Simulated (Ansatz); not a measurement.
WSi2: transverse stress against strain

WSi2 (MoSi2 type, I4/mmm, 13.362 Å³/atom at rest, c along z) under a strain ε along c (axis z), the other axes held. PBEsol in Ansatz, a plane-wave DFT program (PAW, default set), 420 eV, 25×25×25 Γ-centred mesh, Fermi-Dirac smearing 0.10 eV; ions are relaxed within the symmetry of each cell. Stress is positive for a compressed cell.

Here s stands for strain and y for stress xx.

| strain (%) | stress xx (GPa) |
|---|---|
| -3.00 | ? |
| -1.50 | 1.57 |
| -1.00 | 1.04 |
| -0.50 | 0.51 |
| 0.00 | 0.00 |
| 0.50 | -0.50 |
| 1.00 | -0.99 |
| 1.50 | -1.46 |

Fit y of the 7 rows that show it with a straight line. Means: s 0, y 0.024. About the means, the sum of products is -7.0800 and the sum of squares of s is 7.0000; the slope is their ratio. Least squares gives y = 0.024 - 1.0114·s. Residuals (row less fit): 0.029, 0.005, -0.020, -0.024, -0.018, -0.003, 0.033; standard error 0.026 (degrees of freedom: 5). The slope gives the elastic constant C13 = 101 ± 1.0 GPa.

Task: What does the fit predict for y at s = -3.00, and how far is the calculated value from it?

Result: y = 0.024 - 1.0114 × (-3.0) = 3.058 GPa. The calculation gives 3.28 GPa, 0.222 GPa above the prediction (4.7 % of the range of y in the table). The row lies outside the fitted rows, so this is an extrapolation. From the scatter of the fitted rows alone, a prediction at this place has a standard error of 0.040 GPa, so the miss is 5.5 times that.

One order more, fitted to all 13 runs of the series, follows each within 0.01, so the miss is the next term of a smooth law. In a metal these values are sensitive to mesh and smearing; energies are taken to zero smearing, stresses follow the free energy. Rows are the converged runs of the series near zero and its far end; series whose fitted rows scatter by over a few per cent of the range, as at a crossing or softening among them, aren't shown in this form. Most that stay on the fit to the last digits aren't either.
